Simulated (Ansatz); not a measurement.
CdAg4Ge2S7 (Cc, No. 9; cell taken from a computed entry)

All values below come from PBEsol in Ansatz (plane waves, PAW).

Numerical settings: plane-wave cutoff 520 eV, 6×6×4 k mesh (along the axes of the cell as run), Fermi–Dirac smearing 0.01 eV, no spin polarisation, scalar-relativistic PAW data made under PBE.

Cell: relaxed with PBEsol: a = 17.4669 Å, b = 6.7789 Å, c = 10.3759 Å, α = 90.00°, β = 93.02°, γ = 90.00°.

For CdAg4Ge2S7 (Cc, No. 9; cell taken from a computed entry), the band gap is 0.64 eV and the smallest direct gap on the k points sampled is 0.65 eV.

Note: this cell isn't known to be the ambient phase, and symmetry holds it in the calculation.

Spin–orbit coupling is not included.

Computed values are for the static lattice.

Ansatz is a quantum-chemistry and plane-wave program.
